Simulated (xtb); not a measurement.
xtb 6.7.1, GFN1-xTB: B(H)(Et)(OMe) (CCBOC), 14 atoms. The geometry is a generated start, not checked to be a minimum at this level.

```
Quantity                   Value
-----------------  -------------
run flags                 --grad
method                  GFN1-xTB
--acc                1 (default)
--etemp (K)        300 (default)
basis functions               38
valence electrons             30
```

```xyz
14

B     -0.2546     0.2750     1.0193
H     -0.6772     1.0940     1.7475
C     -0.9128     0.0705    -0.4241
C     -0.8162     1.3415    -1.2787
H     -1.9716    -0.1709    -0.3000
H     -0.4733    -0.7563    -0.9861
H      0.2244     1.6148    -1.4390
H     -1.3103     2.1713    -0.7786
H     -1.2870     1.1940    -2.2489
O      0.7817    -0.3850     1.5214
C      1.5219    -1.4082     0.9030
H      1.4985    -1.3329    -0.1861
H      2.5538    -1.3276     1.2495
H      1.1226    -2.3802     1.2009
```

One run each on 1 thread. Values of broydamp tried: 0.02, 0.05, 0.1, 0.2, 0.4 (default), 0.6, 0.8, 1.

How does the count of SCC iterations change with broydamp, and where is it least?

Fewest SCC iterations, within one of each other: 0.4 (default) with 10, 0.6 with 9. The count rises to 17 at 0.02. All converge to one solution.

| broydamp | SCC iterations | end |
|---|---|---|
| 0.02 | 17 | same solution |
| 0.05 | 16 | same solution |
| 0.1 | 14 | same solution |
| 0.2 | 12 | same solution |
| 0.4 (default) | 10 | same solution |
| 0.6 | 9 | same solution |
| 0.8 | 11 | same solution |
| 1 | 11 | same solution |
